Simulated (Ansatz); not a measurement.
Consider a periodic stack without vacuum, bcc V (0 0 1) on zinc-blende ZnSe (0 0 1) (film strained to the substrate, started from cuts of the bulks and a machine-learned relaxation; slabs Se6Zn5 and V16, which can lie off the formulas): substrate slab Se6Zn5, film V16, surface cells [[1, 0], [1, 1]] and [[-1, 1], [-1, -1]], film strained by -4.3 and -4.3 %, outermost planes Se/Se and V/V as cut, which need not be the usual terminations and can put a slab off its formula. Its start:

```
V16Zn5Se6
1.0
    4.05491     0.00000     0.00000
    0.00000     4.05491    -0.03066
    0.00000    -1.57922    28.93133
Se Zn V
6 5 16
Cartesian
  0.00000   1.87921   3.67632
  2.02745  -0.21062   0.77771
  0.00000   1.97342   9.54238
  2.02745  -0.08895   6.65421
  0.00000   2.12656  15.41545
  2.02745  -0.01402  12.51989
  0.00000  -0.11999   5.24489
  2.02745   1.84072   2.30218
  0.00000  -0.04204  10.96889
  2.02745   1.95407   8.08737
  2.02746   2.01078  13.87772
  0.00000   2.16467  18.54585
  2.02745   0.13668  18.61552
  0.00000   0.11311  17.00741
  2.02745   2.13648  17.00476
 -0.00001   2.19886  21.75596
  2.02745   0.17238  21.77012
  0.00000   0.15816  20.18924
  2.02746   2.18736  20.17445
  0.00000   2.21198  24.91936
  2.02745   0.18447  24.93387
  0.00000   0.17437  23.35500
  2.02746   2.20356  23.33979
  0.00000   2.24479  28.09265
  2.02745   0.22012  28.11211
  0.00000   0.20324  26.50954
  2.02746   2.22887  26.54162
```

The start was prepared with a machine-learned potential, and the result is one local minimum, with the in-plane cell held and forces under 0.04 eV/Å; the film can end far from its bulk form.

All values below come from PBE (plane waves to 420 eV, PAW; Ansatz, a quantum-chemistry and plane-wave program). Spin–orbit coupling is left out; the runs are not spin-polarised; PBE gaps are too small against experiment. Its k-point mesh 8×8×1, Fermi–Dirac width 0.05 eV.

Question: Predict the relaxed interface.

Answer: 
- interface area: 16.4 Å²
- period: 29.01 Å
- heights between the nearest atoms of the two slabs at the two interfaces: 1.72 and 1.73 Å
- Se–V contacts across the interfaces within 1.22 times the sum of covalent radii: 8, mean 2.68 Å
- V–Zn contacts across the interfaces within 1.22 times the sum of covalent radii: 2, mean 3.34 Å
- estimate of the barrier: withheld, since the Fermi level falls at or inside a band of the host, which a slab this thin can't settle
